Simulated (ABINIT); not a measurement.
```
CELL_PARAMETERS angstrom
      3.73153     0.00000     0.00000
      0.00000     3.73153     0.00000
      0.00000     0.00000     5.27799
ATOMIC_POSITIONS crystal
  Mg 0.50000 0.50000 0.50000
  Cd 0.00000 0.00000 0.00000
  S  0.00000 0.00000 0.50000
  S  0.50000 0.50000 0.00000
```

Computed with PBEsol, PAW (JTH v2.0 PBE PAW, files made for PBE) (plane waves; ABINIT).

The set-up and first iterations of an ABINIT log for MgCdS2 (P4/mmm, 4 atoms in the cell):

```
 Symmetries : space group P4/m m m (#123); Bravais tP (primitive tetrag.)

 -outvars: echo values of preprocessed input variables --------
            acell      7.0515621669E+00  7.0515621669E+00  9.9739480296E+00 Bohr
             ecut      2.10000000E+01 Hartree
           enunit           1
              ixc     -116133
         kptrlatt        5    0    0      0    5    0      0    0    3
          kptrlen      2.99218441E+01
            natom           4
            nband          19
            ngfft          30      30      45
          ngfftdg          45      45      60
             nkpt          12
            nstep          80
             nsym          16
           ntypat           3
        pawecutdg      4.20000000E+01 Hartree
         pawxcdev           0
          spgroup         123
           tolvrs      1.00000000E-12
            typat      1  2  3  3
           useylm           1
             xred      5.0000000000E-01  5.0000000000E-01  5.0000000000E-01
                       0.0000000000E+00  0.0000000000E+00  0.0000000000E+00
                       0.0000000000E+00  0.0000000000E+00  5.0000000000E-01
                       5.0000000000E-01  5.0000000000E-01  0.0000000000E+00
            znucl       12.00000   48.00000   16.00000

== DATASET  1 ==================================================================

 Real(R)+Recip(G) space primitive vectors, cartesian coordinates (Bohr,Bohr^-1):
 R(1)=  7.0515622  0.0000000  0.0000000  G(1)=  0.1418125  0.0000000  0.0000000
 R(2)=  0.0000000  7.0515622  0.0000000  G(2)=  0.0000000  0.1418125  0.0000000
 R(3)=  0.0000000  0.0000000  9.9739480  G(3)=  0.0000000  0.0000000  0.1002612
 Unit cell volume ucvol=  4.9594987E+02 bohr^3
 Angles (23,13,12)=  9.00000000E+01  9.00000000E+01  9.00000000E+01 degrees

 Coarse grid specifications (used for wave-functions):

 getcut: wavevector=  0.0000  0.0000  0.0000  ngfft=  30  30  45
         ecut(hartree)=     21.000   => boxcut(ratio)=   2.06234

 Fine grid specifications (used for densities):

 getcut: wavevector=  0.0000  0.0000  0.0000  ngfft=  45  45  60
         ecut(hartree)=     42.000   => boxcut(ratio)=   2.06203

   1.49271979E+03                                ecore*ucvol(ha*bohr**3)

_setup2: Arith. and geom. avg. npw (full set) are    2279.907    2279.893
--- !BeginCycle
solver: {iscf: 17, nstep: 80, nline: 4, wfoptalg: 10, }
tolerances: {tolvrs: 1.00E-12, }
...

     iter   Etot(hartree)      deltaE(h)  residm     nres2
 ETOT  1  -130.41269759376    -1.304E+02 5.023E+00 1.869E+01
 ETOT  2  -131.84632271261    -1.434E+00 1.330E-01 4.815E+02
 ETOT  3  -131.80398352807     4.234E-02 8.373E-02 7.945E+02
 ETOT  4  -131.81530834301    -1.132E-02 7.506E-01 6.340E+01
 ETOT  5  -131.80432548033     1.098E-02 5.773E-02 5.245E+01
```

**Question.** How does the run end?

**Answer.** The run converged in 43 iterations. Convergence of the loop says nothing yet on basis, mesh or lower states. It ends on: free energy E − TS -3585.10 eV; top of the valence band (on the code's own zero) 6.03 eV; gap on the k-point mesh 0.80 eV; pressure 1.65 GPa. The log goes on:

```
   [... 34 lines left out ...]
 ETOT 40  -131.74989596953    -1.552E-11 2.885E-04 2.416E-11
 ETOT 41  -131.74989596954    -3.780E-12 2.092E-04 3.389E-12
 ETOT 42  -131.74989596954    -2.359E-12 1.380E-04 6.721E-12
 ETOT 43  -131.74989596954    -1.734E-12 1.064E-04 2.991E-13
 At SCF step   43       nres2   =  2.99E-13 < tolvrs=  1.00E-12 =>converged.

 Cartesian components of stress tensor (hartree/bohr^3)
  sigma(1 1)= -5.63762660E-05  sigma(3 2)=  0.00000000E+00
  sigma(2 2)= -5.63762660E-05  sigma(3 1)=  0.00000000E+00
  sigma(3 3)= -5.52121341E-05  sigma(2 1)=  0.00000000E+00

 ----iterations are completed or convergence reached----

 reduced coordinates (array xred) for    4 atoms
       0.500000000000      0.500000000000      0.500000000000
       0.000000000000      0.000000000000      0.000000000000
       0.000000000000      0.000000000000      0.500000000000
       0.500000000000      0.500000000000      0.000000000000
 cartesian forces (eV/Angstrom) at end:
    1     -0.00000000000000    -0.00000000000000    -0.00000000000000
    2     -0.00000000000000    -0.00000000000000    -0.00000000000000
    3     -0.00000000000000    -0.00000000000000    -0.00000000000000
   [... lines left out ...]
 Fermi (or HOMO) energy (eV) =   6.03215   Average Vxc (eV)= -10.25560
   [... lines left out ...]
Ewald energy        : -8.68273340411583E+01
psp_core            :  3.00981992346930E+00
local_psp           : -8.37713704509588E+01
total_energy        : -1.31749895981920E+02
total_energy_eV     : -3.58509699307911E+03
...

-Cartesian components of stress tensor (GPa)         [Pressure=  1.6472E+00 GPa]
- sigma(1 1)= -1.65864673E+00  sigma(3 2)=  0.00000000E+00
- sigma(2 2)= -1.65864673E+00  sigma(3 1)=  0.00000000E+00
- sigma(3 3)= -1.62439679E+00  sigma(2 1)=  0.00000000E+00

 Calculation completed.
```

For comparison: a first run was changed to give this one (lattice scaled by 0.98), and from it to this one the free energy falls by 5.7 meV/atom, the pressure goes from -3.08 to 1.65 GPa and the gap on the mesh goes from 0.696 to 0.802 eV.

The starting cell comes from a database of computed structures (which also holds hypothetical and non-ambient phases and stackings), without a prior relaxation at this level. For this run, on top of that: lattice scaled by 0.98. The potentials were made for another functional than the one used.

The run was DFT, PBEsol, plane waves, PAW (JTH v2.0 PBE PAW, files made for PBE). Main settings of its input:

* **pseudos**: [Mg.GGA_PBE-JTH.xml, Cd.GGA_PBE-JTH.xml, S.GGA_PBE-JTH.xml]
* **ecut**: 21 Ha
* **pawecutdg**: 42 Ha
* **pawxcdev**: 0
* **ixc**: -116133
* **occopt**: 1
* **ngkpt**: 5 5 3
* **nshiftk**: 1
* **shiftk**: 0 0 0
* **potentials**: JTH v2.0 PBE PAW
* **nband**: 19
* **kptopt**: 1
